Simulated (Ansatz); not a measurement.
Pressure series in MoTe2

Consider MoTe$_{2}$ in the 2H-MoS2 type structure (space group P6_3/mmc, No. 194; a = 3.4966 Å, c = 13.6958 Å; layered, stacked along the Cartesian z axis).

Cell and atoms are relaxed at each pressure.

Level of theory: PBE-D3(BJ) (Ansatz, an electronic-structure program, PAW, spin-orbit coupling left out).

Notes on the quantities. enthalpy: H = E + PV relative to the base's energy.

| change | volume per atom | enthalpy | band gap |
|---|---|---|---|
| base | 24.17 Å³ | – | 0.60 eV |
| pressure −2 GPa | 25.74 Å³ | -0.31 eV/atom | 0.80 eV |
| pressure −1 GPa | 24.80 Å³ | -0.15 eV/atom | 0.68 eV |
| pressure 0.3 GPa | 24.01 Å³ | +0.05 eV/atom | 0.58 eV |
| pressure 0.7 GPa | … | +0.10 eV/atom | … |
| pressure 1.5 GPa | 23.47 Å³ | +0.22 eV/atom | 0.46 eV |
| pressure 5 GPa | 22.30 Å³ | +0.72 eV/atom | 0.19 eV |
| pressure 7.5 GPa | 21.67 Å³ | +1.07 eV/atom | zero |
| pressure 10 GPa | 21.12 Å³ | +1.40 eV/atom | zero |

### Question
Complete the table.

### Answer

- pressure 0.7 GPa, volume per atom: 23.82 Å³
- pressure 0.7 GPa, band gap: 0.54 eV

A case with no gap was solved on a k-mesh chosen for an insulator, which is coarse for it. With Te present, leaving out spin-orbit coupling can change the band edges. Load acts through the strain it causes; cell and atoms are relaxed under it. No phonon test of stability was made. No other phases were tried under pressure. All final runs are without spin polarisation. Gaps under 0.05 eV, about the width of the smearing, are given as zero. The D3 term's C6 switches between coordination references near this geometry, which can add small steps to energies. A zero or small gap of MoTe2 under pressure 5 GPa, MoTe2 under pressure 7.5 GPa and MoTe2 under pressure 10 GPa can be the functional's error rather than a property of the material.
